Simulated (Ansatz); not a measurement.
The parent structure is SnTe in the rock salt structure (space group Fm-3m, No. 225; a = 6.235 Å). Axes: x, y, z lie along the cube axes.

Calculations: LDA (Ansatz, an electronic-structure program, PAW, spin-orbit coupling left out).

Before the change:

| Property | Result |
|---|---|
| Pressure | 0.0 GPa |
| Volume per atom | 30.30 Å³ |

One thing is altered: tensile biaxial strain of 1.25 % in the plane normal to [111], as in epitaxy on a mismatched substrate; the out-of-plane cell vector and the atoms relax.

Problem. What does the calculation give for the pressure after the change?

Solution. The pressure (mean of the normal stresses, compression positive) goes from zero to -0.6 GPa.

Problem. How does this affect the energy relative to the base?

Solution. The energy rises by 2.1 meV/atom.

Problem. What does the calculation give for the volume per atom after the change?

Solution. The volume per atom grows by 0.36 Å³ to 30.66 Å³.

The mesh was chosen for an insulator and is coarse for the gapless case. No phonon test of stability was made. All final runs are without spin polarisation.
